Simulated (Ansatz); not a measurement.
An Ansatz (an electronic-structure program) input (Ansatz r2SCAN+rVV10, spin-orbit coupling left out, earlier PAW set):

Ansatz 0.2 input:
```yaml
crystal:
  lattice:
    - [2.6404847498, 0, 0]
    - [-1.3202423749, 2.2867268716, 0]
    - [0, 0, 6.8927259562]
  atoms:
    - { symbol: B, position: [0.3333333333, 0.6666666667, 0.25] }
    - { symbol: B, position: [0.6666666667, 0.3333333333, 0.75] }
    - { symbol: N, position: [0.3333333333, 0.6666666667, 0.75] }
    - { symbol: N, position: [0.6666666667, 0.3333333333, 0.25] }
basis: { ecutwfc: 500, ecutrho_ratio: 4, xc_grid: 4, fft_grid_basis: typed }
kpoints: { mp_grid: { grid: [15, 15, 5] } }
hamiltonian:
  xc: r2scan
  dispersion: rvv10
  pseudopotentials: { azcp: { folder: ./paw }, kind: paw }
scf: { occupations: { method: fermi_dirac, width: 0.05 }, convergence: { dr2_threshold: 0.0000000004 } }
relax: { f_tol: 0.005, max_steps: 50 }
output: { forces: true, stress: true }
checkpoint: { write: state.ck, write_every: 1000 }
```

Task: Which symmetry and how many k-points will the program report, and about how many plane waves at Γ?

Result: Space group P63/mmc (ITA 194) with 24 operations, k-points 81 of 1125, and 1057 plane waves at Γ.

Task: And the final pressure?

Result: -31.26 GPa (compression positive).

The cells carry an imposed strain or load. Stability against distortions was not tested. The cell was made from BN in the h-BN type structure (space group P6_3/mmc, No. 194; layered, stacked along the Cartesian z axis) by this change: isotropic strain +5.63 %.
